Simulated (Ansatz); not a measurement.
The reference is BAs in the rock salt structure (space group Fm-3m, No. 225; a = 4.5687 Å; a hypothetical phase, not in the database extracts checked; relaxed with 0.1 eV smearing). Axes: x, y, z lie along the cube axes.

Method: PBEsol (Ansatz, an electronic-structure program, PAW, spin-orbit coupling left out).

Modification: uniaxial stress, 5 GPa compression along z; all other stress components relax to zero.

Question: How does this affect the secant Young's modulus along z, energy relative to the base and mean lateral Poisson ratio?

Answer: The secant Young's modulus along z is 220 GPa; the energy rises by 4.1 meV/atom; the mean lateral Poisson ratio comes out as 0.29.

Load acts through the strain it causes; cell and atoms are relaxed under it. Beyond what the load breaks, stability against distortions was not tested. All final runs are without spin polarisation.
